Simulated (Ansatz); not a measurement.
An Ansatz (a first-principles code) input (PBEsol, PAW, 420 eV (Ansatz; no spin-orbit coupling)):

Ansatz 0.2 input:
```yaml
crystal:
  lattice:
    - [6.4125453446, 0.0000000001, 0]
    - [-3.2062726724, 5.5534271713, 0]
    - [3.2062726723, 5.5534271714, 3.1737967248]
  atoms:
    - { symbol: Mo, position: [0, 0, 0] }
    - { symbol: Mo, position: [0, 0.5, 0] }
    - { symbol: Mo, position: [0.5, 0, 0] }
    - { symbol: Mo, position: [0.5, 0.5, 0] }
    - { symbol: P, position: [0.8333333333, 0.6666666667, 0.5] }
    - { symbol: P, position: [0.8333333333, 0.1666666667, 0.5] }
    - { symbol: P, position: [0.3333333333, 0.6666666667, 0.5] }
    - { symbol: P, position: [0.3333333333, 0.1666666667, 0.5] }
    - { symbol: Mo, position: [0, 0.1666666667, 0.1666666667] }
basis: { ecutwfc: 420, ecutrho_ratio: 4, xc_grid: 2, fft_grid_basis: typed }
kpoints: { mp_grid: { grid: [12, 12, 12] } }
hamiltonian:
  xc: pbesol
  dispersion: none
  pseudopotentials: { kind: paw }
scf: { occupations: { method: fermi_dirac, width: 0.05 }, convergence: { dr2_threshold: 0.0000000009 } }
relax: { f_tol: 0.02, max_steps: 45 }
output: { forces: true, stress: true }
checkpoint: { write: state.ck, write_every: 1000 }
```

**Question.** Which symmetry and how many k-points will the program report, and about how many plane waves at Γ?

**Answer.** Space group P3m1 (ITA 156) with 6 operations, k-points 193 of 1728, and 2219 plane waves at Γ.

**Question.** And the final pressure?

**Answer.** 56.98 GPa (compression positive).

The cell is small, so the values are those of an ordered compound at a high defect concentration; dilute-limit values will differ. The defect started on the symmetric site and kept its symmetry, so it may sit on a saddle. All final runs are without spin polarisation. The cell was made from MoP (space group P-6m2, No. 187) by this change: Mo interstitial (started 1.93 Å from the nearest host atom). The defect cell is not spin-polarised.
